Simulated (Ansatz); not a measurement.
Start from GaN in the zinc blende structure (space group F-43m, No. 216).

```xyz
2
Lattice="0.0000 2.2744 2.2744 2.2744 0.0000 2.2744 2.2744 2.2744 0.0000" Properties=species:S:1:pos:R:3 pbc="T T T"
N      3.4116     3.4116     3.4116
Ga     0.0000     0.0000     0.0000
```

Levels (all Ansatz, a quantum-chemistry and plane-wave program, PAW, earlier PAW set): PBE (420 eV, spin-orbit coupling left out); r2SCAN (500 eV, scalar-relativistic without spin-orbit coupling); HSE06 (420 eV, no spin-orbit coupling); HSE06+SOC (420 eV, with spin-orbit coupling).

Levels that relaxed their own cell: PBE and r2SCAN.

| level | band gap | lattice parameter a | electron mass at Γ |
|---|---|---|---|
| PBE | 1.54 eV | 4.549 Å | 0.141 mₑ |
| r2SCAN | 2.17 eV | 4.498 Å | 0.171 mₑ |
| HSE06 | 3.00 eV | – | – |
| HSE06+SOC | 2.99 eV | – | – |

Measured: band gap 3.48 eV (static lattice; corrected from measurement; as listed in I. Vurgaftman, J. R. Meyer, L. R. Ram-Mohan, Journal of Applied Physics (2001)); lattice parameter a 4.5 Å (room temperature; as listed in I. Vurgaftman, J. R. Meyer, L. R. Ram-Mohan, Journal of Applied Physics (2001)); electron mass at Γ 0.15 mₑ (temperature not stated; as listed in I. Vurgaftman, J. R. Meyer, L. R. Ram-Mohan, Journal of Applied Physics (2001)).

Computed minus measured — band gap: PBE -1.94 eV, r2SCAN -1.31 eV, HSE06 -0.48 eV, HSE06+SOC -0.49 eV (closest: HSE06 and HSE06+SOC); lattice parameter a: PBE +1.1 %, r2SCAN -0.0 % (closest: r2SCAN); electron mass at Γ: PBE -6 %, r2SCAN +14 % (closest: PBE). Measured values not marked as corrected hold thermal and zero-point effects that the static-lattice runs lack. A measured gap can be an optical one, lowered by exciton binding. Levels without spin-orbit coupling miss its lowering of the gap, often about a third of the valence-band splitting.

Single points use the geometry relaxed with r2SCAN. The spin-orbit shifts are approximate. Masses are band curvatures over ±0.01 Å⁻¹ around the edge. Stability against distortions was not tested. This is not the structure that GaN has at room temperature and ambient pressure.
